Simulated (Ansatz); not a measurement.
Single solute atoms on Mo sites of bcc Mo, each beside a vacancy: the barrier for the solute to jump into the vacancy, counted from the relaxed pair on adjacent sites of that sublattice. PBE (Ansatz, a quantum-chemistry and plane-wave program, plane waves to 420 eV, PAW), climbing-image NEB, 36 sites, 3×3×5 shifted, energies as single points at geometries from a coarser mesh; static nuclei, fixed cell, no finite-size correction. This jump alone does not carry the solute far: the vacancy must also move round it. All rows are spin-restricted. Spin-orbit coupling is left out.

The jump length is the distance between the solute's relaxed places before and after the jump, so it follows from relaxing the pair, without the band.

```
Row  Solute  Jump length x (Å)  Barrier y (eV)
---  ------  -----------------  --------------
1        Cu               2.31            0.39
2        Al               2.46            0.59
3         W               2.70            1.35
4        Rh               2.61            0.71
5        Ru               2.74            0.92
6        Os               2.76            1.16
7         V               2.74               ?
```

Fit a straight line of barrier against jump length to rows 1 to 6, predict row 7, and compare with the computed barrier.

Means: x̄ = 2.597 Å, ȳ = 0.853 eV. Sums of products of deviations: Sxx = 0.1589 Å², Sxy = 0.2779 eV Å, Syy = 0.6497 eV². Slope: Sxy/Sxx = 1.75 eV/Å; r² = Sxy²/(Sxx Syy) = 0.75; scatter about the line: √[(Syy − Sxy²/Sxx)/(6 − 2)] = 0.20 eV. Row 7: 0.853 + 1.75 × (2.74 − 2.597) ≈ 1.10 eV. The computed barrier is 1.12 eV, +0.02 eV from the line, within the scatter; the mean ȳ alone misses it by 0.27 eV.
